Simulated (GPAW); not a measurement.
Input and output of a self-consistent single point for SnO2 (P4_2/mnm, 6 atoms in the cell) (GPAW).

Computed with LDA (Perdew-Wang 92), GPAW PAW datasets LDA (gpaw-data 1.0.1) (plane waves; GPAW).

```
SnO2
1.0
    4.79341     0.00000     0.00000
    0.00000     4.79341     0.00000
    0.00000     0.00000     3.22675
Sn O
2 4
Direct
  0.50000   0.50000   0.50000
  0.00000   0.00000   0.00000
  0.19403   0.80597   0.50000
  0.80597   0.19403   0.50000
  0.69403   0.69403   0.00000
  0.30597   0.30597   0.00000
```

Reference input (self-consistent single point, DFT PBE, plane waves, GPAW PAW datasets PBE (gpaw-data 1.0.1)): mode = pw; ecut = 950 eV; xc = PBE; kpts = 4 4 5; mesh shift (steps) = 0 0 0; occupations.name = fermi-dirac; occupations.width = 0.02 eV; nbands = -8; convergence.forces = 0.001 eV/Å; convergence.bands = -6; symmetry.symmorphic = false; symmetry.tolerance = 0.0005. This run's input differs from it in these lines:

```diff
@@ -17,3 +17,3 @@
 calc = GPAW(mode={'name': 'pw', 'ecut': 950},
-            xc='PBE',
+            xc='LDA',
             kpts={'size': (4, 4, 5), 'gamma': True},
```

Its files differ too (potentials: GPAW PAW datasets LDA (gpaw-data 1.0.1)).

The program printed (abridged):

```
     iter     time        total  log10-change:
                         energy   eigst   dens  force
iter:   1 --:--:--   -49.496383   +0.39
iter:   2 --:--:--   -48.007925   -0.69  -0.91
iter:   3 --:--:--   -44.071746   -0.40  -0.97
iter:   4 --:--:--   -44.091054   -0.70  -1.31
iter:   5 --:--:--   -43.889909   -1.83  -1.48
iter:   6 --:--:--   -43.883722   -2.20  -2.11
iter:   7 --:--:--   -43.885238c  -3.16  -2.39
iter:   8 --:--:--   -43.877337c  -3.35  -2.36
iter:   9 --:--:--   -43.877220c  -4.14  -3.19
iter:  10 --:--:--   -43.877205c  -4.74  -3.35
iter:  11 --:--:--   -43.877180c  -5.48  -3.49
iter:  12 --:--:--   -43.877179c  -6.40  -4.18c
iter:  13 --:--:--   -43.877178c  -7.27  -4.54c
iter:  14 --:--:--   -43.877175c  -7.21  -4.52c
iter:  15 --:--:--   -43.877175c  -7.76c -4.79c
iter:  16 --:--:--   -43.877175c  -8.65c -4.77c -3.02c
Converged after 16 iterations.

Dipole moment: (0.000000, -0.000000, 0.000000) |e|*Ang

Energy contributions relative to reference atoms: (reference = -343842.805895)

Kinetic:        +54.627573
Potential:      -49.670055
External:        +0.000000
XC:             -48.949603
Entropy (-ST):   -0.000000
Local:           +0.114909
SIC:             +0.000000
--------------------------
Free energy:    -43.877175
Extrapolated:   -43.877175

Showing only first 2 kpts
 Kpt  Band  Eigenvalues  Occupancy
  0    24      4.53427    2.00000
  0    25      5.30870    2.00000
  0    26      6.03308    0.00000
  0    27     10.92860    0.00000

  1    24      4.52153    2.00000
  1    25      4.99158    2.00000
  1    26      7.98634    0.00000
  1    27     11.51039    0.00000

Fermi level: 5.67319

Gap: 0.724 eV
Transition (v -> c):
   [... lines left out ...]
  0 Sn    0.00000    0.00000    0.00000
  1 Sn   -0.00000    0.00000    0.00000
  2 O    -0.11881    0.11881    0.00000
  3 O     0.11881   -0.11881    0.00000
  4 O    -0.11881   -0.11881    0.00000
  5 O     0.11881    0.11881    0.00000

Stress tensor:
     0.055885     0.000000     0.000000
     0.000000     0.055885     0.000000
     0.000000     0.000000     0.069042
Stress (GPa, Voigt): [ 8.9537  8.9537 11.0618  0.      0.      0.    ]
```

The run converged in 16 iterations. GPAW prints stress with tension positive. Against the reference run the largest force goes from 0.051 to 0.168 eV/Å and the gap on the mesh goes from 0.880 to 0.724 eV.

At such cutoffs GPAW's stress carries a finite-basis (Pulay) error, which enters relaxed cells too; its log prints stress with tension positive.

The starting cell comes from a database of computed structures (which also holds hypothetical and non-ambient phases and stackings), without a prior relaxation at this level. Its lattice was rescaled by a random factor within 2.5 % of one.

Cost on one core of a shared machine: roughly 2 min.
